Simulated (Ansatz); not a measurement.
Take GaCuSe2 in the chalcopyrite structure (space group I-42d, No. 122; a = 5.6083 Å, c = 11.0975 Å) as the base.

Method: r2SCAN (Ansatz, a program for electronic structure, PAW, no SOC).

For the base:

| Item | Value |
|---|---|
| Band gap | 0.57 eV |
| Shortest interatomic distance | 2.408 Å |
| Hole mass | 0.083 mₑ along c, 0.68 mₑ across (at Γ) |
| Density | 5.54 g/cm³ |

It is then changed as follows: cell and atoms relaxed at a pressure of 9 GPa.

Task: What happens to the band gap?

Result: The band gap grows by 0.497 eV, from 0.57 eV to 1.06 eV.

Task: Predict the new shortest interatomic distance.

Result: The shortest interatomic distance shrinks by 0.087 Å to 2.321 Å.

Task: What happens to the hole mass?

Result: The hole mass changes from 0.083 mₑ along c, 0.68 mₑ across (at Γ) to 0.12 mₑ along c, 0.54 mₑ across (at Γ).

Task: Estimate the effect on the density.

Result: The density increases by 0.59 g/cm³ to 6.13 g/cm³.

Load acts through the strain it causes; cell and atoms are relaxed under it. Effective masses come from finite differences of ±0.01 Å⁻¹. Whether these cells are dynamically stable was not tested. No other phases were tried under pressure. All final runs are without spin polarisation.
